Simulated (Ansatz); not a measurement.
Consider PbS in the rock salt structure (space group Fm-3m, No. 225).

```
PbS
1.0
    0.00000     2.98736     2.98736
    2.98736     0.00000     2.98736
    2.98736     2.98736     0.00000
Pb S
1 1
Cartesian
  0.00000   0.00000   0.00000
  2.98736   2.98736   2.98736
```

Method: r2SCAN (Ansatz, an electronic-structure program; PAW; 500 eV plane waves; spin-orbit coupling left out).

Strains are applied to the cell and any free atomic positions relax.

One change was made to it. Results:

```csv
quantity,base,after
width of the top valence band,3.46 eV,4.10 eV
pressure,-0.01 GPa,5.16 GPa
band gap,0.69 eV,0.38 eV
```

### Question
Which of these changes matches the shifts?
A) isotropic strain −2.50 %
B) isotropic strain −1.00 %
C) isotropic strain −0.50 %
D) isotropic strain −2.00 %
E) isotropic strain −3.00 %

### Answer
A, isotropic strain −2.50 %. For comparison, the band gap in the other runs: isotropic strain −2.00 % gives 0.45 eV; isotropic strain −1.00 % gives 0.58 eV; isotropic strain −0.50 % gives 0.64 eV; isotropic strain −3.00 % gives 0.31 eV.

Spin-orbit coupling, missing from the scalar runs, can matter with Pb. No phonon test of stability was made.
